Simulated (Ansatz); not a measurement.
Consider SiC (space group P6_3mc, No. 186; a = 3.078 Å, c = 10.076 Å).

Method: Ansatz (a first-principles code) PBEsol, without spin-orbit coupling.

Strains are applied to the cell and any free atomic positions relax.

One change was made to it. Results:

```json
[
 {"quantity": "band gap", "base": "2.12 eV", "after": "2.09 eV"},
 {"quantity": "energy relative to the base (free energy F)", "base": "0 meV/atom", "after": "+53 meV/atom"},
 {"quantity": "valence-band top at Γ (three highest levels, from the VBM)", "base": "0.00, 0.00, -0.05 eV", "after": "0.00, 0.00, -0.05 eV"},
 {"quantity": "pressure (mean of the normal stresses, compression positive)", "base": "-0.01 GPa", "after": "-16.55 GPa"}
]
```

Question: Which change produced these results?
(A) isotropic strain +0.75 %
(B) isotropic strain +3.00 %
(C) isotropic strain +2.25 %
(D) isotropic strain +1.50 %

Answer: B, isotropic strain +3.00 %. For comparison, the energy relative to the base in the other runs: isotropic strain +2.25 % gives +31 meV/atom; isotropic strain +0.75 % gives +3.6 meV/atom; isotropic strain +1.50 % gives +14 meV/atom.

Whether these cells are dynamically stable was not tested.
